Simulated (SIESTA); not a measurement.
Worked example: self-consistent single point of K3Cd (Fm-3m, 4 atoms in the cell) in SIESTA.

Computed with SIESTA with LDA PW92, numerical atomic orbitals DZP, PseudoDojo LDA standard norm-conserving potentials (rewritten from UPF to PSML).

The change in words: lattice scaled by 0.98. Reference geometry:
```xyz
4
Lattice="0.0000 4.6103 4.6103 4.6103 0.0000 4.6103 4.6103 4.6103 0.0000" Properties=species:S:1:pos:R:3 pbc="T T T"
K      2.3052     2.3052     2.3052
K      6.9155     6.9155     6.9155
K      4.6103     4.6103     4.6103
Cd     0.0000     0.0000     0.0000
```

Reference input (self-consistent single point, DFT, LDA PW92, numerical atomic orbitals DZP, PseudoDojo LDA standard norm-conserving potentials (rewritten from UPF to PSML)): XC.functional = LDA; XC.authors = PW92; potentials = PseudoDojo LDA standard; PAO.BasisSize = DZP; PAO.EnergyShift = 0.01 Ry; MeshCutoff = 300 Ry; kgrid.MonkhorstPack = 4 4 4; OccupationFunction = MP; OccupationMPOrder = 0; ElectronicTemperature = 50 meV; MaxSCFIterations = 150; SCF.Mixer.Method = Pulay. This run's input differs from it in these lines:

```diff
@@ -12,5 +12,5 @@
 %block LatticeVectors
-     0.000000000    4.610340000    4.610340000
-     4.610340000    0.000000000    4.610340000
-     4.610340000    4.610340000    0.000000000
+     0.000000000    4.518133000    4.518133000
+     4.518133000    0.000000000    4.518133000
+     4.518133000    4.518133000    0.000000000
 %endblock LatticeVectors
@@ -18,5 +18,5 @@
 %block AtomicCoordinatesAndAtomicSpecies
-     2.305170000    2.305170000    2.305170000  1
-     6.915510000    6.915510000    6.915510000  1
-     4.610340000    4.610340000    4.610340000  1
+     2.259066500    2.259066500    2.259066500  1
+     6.777199500    6.777199500    6.777199500  1
+     4.518133000    4.518133000    4.518133000  1
      0.000000000    0.000000000    0.000000000  2
```

Log, with long lists cut:

```
        iscf     Eharris(eV)        E_KS(eV)     FreeEng(eV)     dDmax    Ef(eV) dHmax(eV)
   scf:    1    -7199.432554    -7205.746872    -7205.758805  0.749844 -2.883422 10.730289
   scf:    2    -7208.278208    -7207.143577    -7207.156065  0.223393 -2.964152  5.361436
   scf:    3    -7207.953573    -7207.647355    -7207.660363  0.215322 -3.048727  0.968346
   scf:    4    -7207.679037    -7207.672506    -7207.685695  0.065470 -3.086911  0.732714
   scf:    5    -7207.653681    -7207.672046    -7207.685084  0.062802 -3.077378  0.787331
   scf:    6    -7207.684963    -7207.680440    -7207.693547  0.025873 -3.089778  0.080382
   scf:    7    -7207.680204    -7207.680409    -7207.693535  0.007123 -3.091664  0.064021
   scf:    8    -7207.680593    -7207.680518    -7207.693636  0.003192 -3.091673  0.012383
   scf:    9    -7207.680524    -7207.680521    -7207.693638  0.000431 -3.091548  0.001788
   scf:   10    -7207.680522    -7207.680522    -7207.693638  0.000061 -3.091541  0.000009
SCF Convergence by DM+H criterion
max |DM_out - DM_in|         :     0.0000610633
max |H_out - H_in|      (eV) :     0.0000092021
SCF cycle converged after 10 iterations

Using DM_out to compute the final energy and forces

siesta: E_KS(eV) =            -7207.6805

siesta: E_KS - E_eggbox =     -7207.6805

siesta: Atomic forces (eV/Ang):
     1    0.000000    0.000000    0.000000
     2   -0.000000   -0.000000   -0.000000
     3    0.000000   -0.000000   -0.000000
     4    0.000000   -0.000000   -0.000000
   Tot    0.000000   -0.000000   -0.000000
   Max    0.000000
   Res    0.000000    sqrt( Sum f_i^2 / 3N )
   Max    0.000000    constrained

Stress tensor Voigt[x,y,z,yz,xz,xy] (kbar):       -2.37       -2.37       -2.37       -0.00       -0.00       -0.00
(Free)E + p*V (eV/cell)    -7207.4209
   [... lines left out ...]
siesta: FreeEng =     -7207.693638
   [... lines left out ...]
siesta:    -0.001479   -0.000000   -0.000000
siesta:    -0.000000   -0.001479   -0.000000
siesta:    -0.000000   -0.000000   -0.001479

siesta: Cell volume =        184.462049 Ang**3

siesta: Pressure (static):
siesta:                Solid            Molecule  Units
siesta:           0.00001611          0.00001611  Ry/Bohr**3
siesta:           0.00147877          0.00147877  eV/Ang**3
siesta:           2.36924434          2.36924434  kBar
```

The run converged in 10 iterations. Against the reference run the free energy drops by 2.0 meV/atom and the pressure goes from -0.40 to 0.24 GPa.

The starting cell comes from a database of computed structures (which also holds hypothetical and non-ambient phases and stackings), without a prior relaxation at this level. For this run, on top of that: lattice scaled by 0.98. Values carry the incompleteness of an atom-centred basis.
